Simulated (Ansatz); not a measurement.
The reference is MoS2 in the 3R-MoS2 type structure (space group R3m, No. 160; layered, stacked along the Cartesian z axis).

```
MoS2
1.0
    1.58761     0.91661     6.19494
   -1.58761     0.91661     6.19494
    0.00000    -1.83321     6.19494
Mo S
1 2
Direct
  0.00000   0.00000   0.00000
  0.75030   0.75030   0.75030
  0.58300   0.58300   0.58300
```

Computed with DFT with r2SCAN+rVV10, PAW potentials and a 500 eV plane-wave cutoff in Ansatz (a program for electronic structure), spin-orbit coupling left out.

One change was made to it. Results:

| quantity | base | after |
|---|---|---|
| c/a ratio | 5.853 | 5.293 |
| shortest interatomic distance | 2.403 Å | 2.241 Å |

Question: Which change produced these results?
(A) pressure 30 GPa
(B) pressure 100 GPa
(C) pressure 3 GPa

Answer: B, pressure 100 GPa. For comparison, the shortest interatomic distance in the other runs: pressure 30 GPa gives 2.330 Å; pressure 3 GPa gives 2.393 Å.

A case with no gap was solved on a k-mesh chosen for an insulator, which is coarse for it. Load acts through the strain it causes; cell and atoms are relaxed under it. Whether these cells are dynamically stable was not tested. No other phases were tried under pressure. All final runs are without spin polarisation.
